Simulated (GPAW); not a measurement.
Band structure of MgAu (Pm-3m, 2 atoms in the cell).

```
MgAu
1.0
    3.23851     0.00000     0.00000
    0.00000     3.23851     0.00000
    0.00000     0.00000     3.23851
Mg Au
1 1
Direct
  0.50000   0.50000   0.50000
  0.00000   0.00000   0.00000
```

Level of theory: PBEsol, GPAW PAW datasets PBEsol (made by gpaw-setup) (plane waves; GPAW 25.7.0).

Settings: mode = pw; ecut = 850 eV; xc = PBEsol; kpts = 7 7 7; mesh shift (steps) = 0 0 0; occupations.name = methfessel-paxton; occupations.width = 0.1 eV; occupations.order = 0; nbands = -6; symmetry.symmorphic = false; symmetry.tolerance = 0.0005; maxiter = 120; bandpath_npoints = 40.

The starting cell comes from a database of computed structures (which also holds hypothetical and non-ambient phases and stackings), without a prior relaxation at this level. Its lattice was rescaled by a random factor within 2.5 % of one. Spin-orbit coupling is off.

Levels in eV from the Fermi level, bands 7 to 14:
```json
[
 {"point": "Γ", "7": "-6.02", "8": "-4.17", "9": "-4.17", "10": "-4.17", "11": "5.46", "12": "5.46", "13": "5.46", "14": "8.93"},
 {"point": "X", "7": "-4.89", "8": "-4.89", "9": "-4.43", "10": "-4.07", "11": "-2.64", "12": "7.62", "13": "8.65", "14": "8.65"},
 {"point": "M", "7": "-4.78", "8": "-4.78", "9": "-3.44", "10": "-1.46", "11": "-1.46", "12": "-0.62", "13": "4.05", "14": "11.86"},
 {"point": "R", "7": "-6.09", "8": "-3.39", "9": "-3.39", "10": "1.88", "11": "1.88", "12": "1.88", "13": "2.64", "14": "5.04"}
]
```

Bands cross the Fermi level along this path, so the cell is metallic at this level.
